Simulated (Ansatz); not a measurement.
Base system: WC (space group P-6m2, No. 187; relaxed with 0.1 eV smearing).

```yaml
crystal:
  lattice:
    - [2.91268, 0.00000, 0.00000]
    - [-1.45634, 2.52245, 0.00000]
    - [0.00000, 0.00000, 2.83536]
  atoms:
    - { symbol: W, position: [0.00000, 0.00000, 0.00000] }
    - { symbol: C, position: [0.66667, 0.33333, 0.50000] }
```

Cartesian axes are those of the cell as printed.

Method: r2SCAN in Ansatz (plane waves to 500 eV, PAW, scalar-relativistic without spin-orbit coupling).

For the base:

The pressure is 0.0 GPa.

One thing is altered: strain tensor (xx, yy, zz, yz, xz, xy) = (+0.63, +1.98, −2.45, −1.31, +2.41, −0.33) %, atoms relaxed at fixed cell.

Question: What happens to the pressure?

Answer: The pressure (mean of the normal stresses, compression positive) goes from zero to 3.0 GPa.

Question: Estimate the effect on the energy relative to the base.

Answer: The energy goes up by 56 meV/atom.

No phonon test of stability was made. All final runs are without spin polarisation.

Ansatz is an electronic-structure program.
